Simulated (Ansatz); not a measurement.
System: Ta2B2Si (model structure, started from the Ti2InB2 type, P-6m2, No. 187, 5 atoms in the cell). Method: r²SCAN in Ansatz (plane waves, PAW).

Numerical settings: plane-wave cutoff 560 eV, 24×24×8 k mesh (along the axes of the cell as run), Fermi–Dirac smearing 0.05 eV, scalar-relativistic PAW data made under PBE.

Cell (relaxed at this level):

```yaml
crystal:
  lattice:
    - [3.15205, 0.00000, 0.00000]
    - [-1.57603, 2.72976, 0.00000]
    - [0.00000, 0.00000, 6.90782]
  atoms:
    - { symbol: Ta, position: [0.33333, 0.66667, 0.72808] }
    - { symbol: Ta, position: [0.33333, 0.66667, 0.27192] }
    - { symbol: Si, position: [0.00000, 0.00000, 0.00000] }
    - { symbol: B, position: [0.00000, 0.00000, 0.50000] }
    - { symbol: B, position: [0.66667, 0.33333, 0.50000] }
```

**Question.** Estimate the bulk modulus B0 that the calculation returns.

**Answer.** 
- bulk modulus B0: 250 GPa

The run finds no gap.

Note: the bulk modulus is −V dP/dV from two relaxed cells at ±2 % in volume; the relaxation could raise the start's symmetry but not lower it, so the cell can be a saddle point.

Spin–orbit coupling is not included; it can open a gap where bands touch, and shift volumes and moduli.

Computed values are for the static lattice.

Cost on a shared machine: very roughly 11 core-minutes.

A model structure was made by putting elements into a prototype or built by hand; it is no filed structure, need not be a known phase, and can be a saddle point held by its symmetry.

Ansatz is a first-principles code.
